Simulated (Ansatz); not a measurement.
An Ansatz (a program for electronic structure) input (PBE (Ansatz, PAW, no SOC)):

Ansatz 0.2 input:
```yaml
crystal:
  lattice:
    - [2.9978585717, 0, 0]
    - [-1.4989292858, 2.59622168, 0]
    - [0, 0, 2.9196237279]
  atoms:
    - { symbol: W, position: [0, 0, 0] }
    - { symbol: C, position: [0.6666666667, 0.3333333333, 0.5] }
basis: { ecutwfc: 420, ecutrho_ratio: 4, xc_grid: 2, fft_grid_basis: typed }
kpoints: { mp_grid: { grid: [23, 23, 20] } }
hamiltonian:
  xc: pbe
  dispersion: none
  pseudopotentials: { kind: paw }
scf: { occupations: { method: fermi_dirac, width: 0.1 }, convergence: { dr2_threshold: 0.0000000002 } }
relax: { f_tol: 0.005, max_steps: 50 }
output: { forces: true, stress: true }
checkpoint: { write: state.ck, write_every: 1000 }
```

### Question
Which symmetry and how many k-points will the program report, and about how many plane waves at Γ?

### Answer
Space group P-6m2 (ITA 187) with 12 operations, k-points 616 of 10580, and 405 plane waves at Γ.

### Question
And the final pressure?

### Answer
-25.05 GPa (compression positive).

The cells carry an imposed strain or load. No phonon test of stability was made. All final runs are without spin polarisation. The cell was made from WC (space group P-6m2, No. 187) by this change: isotropic strain +2.58 %.
